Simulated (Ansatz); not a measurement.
## NaI in the rock salt structure (space group Fm-3m, No. 225)

```xyz
2
Lattice="0.0000 3.2645 3.2645 3.2645 0.0000 3.2645 3.2645 3.2645 0.0000" Properties=species:S:1:pos:R:3 pbc="T T T"
I      0.0000     0.0000     0.0000
Na     3.2645     3.2645     3.2645
```

The values are results of Ansatz (a program for electronic structure), PBE, PAW, cutoff 420 eV, no spin-orbit coupling, not measurements. Γ-centred 9×9×9 mesh, Fermi–Dirac width 0.05 eV.

| Item | Value |
|---|---|
| Volume per atom | 34.79 Å³ |
| Density | 3.58 g/cm³ |
| Band gap | 3.58 eV, direct at Γ |
| Electron mass | 0.27 mₑ |
| Hole mass (degenerate bands, along [100]) | 0.39, 1.7, 1.7 mₑ |
| Lowest conduction-band minima above the VBM | Γ 3.58 eV; X along ⟨100⟩ 4.48 eV |
| Total energy | -4500.942 eV/atom (σ→0; compares only within this code and set-up) |

With I present, leaving out spin-orbit coupling can change the band edges. Effective masses come from finite differences of ±0.01 Å⁻¹. Whether these cells are dynamically stable was not tested.
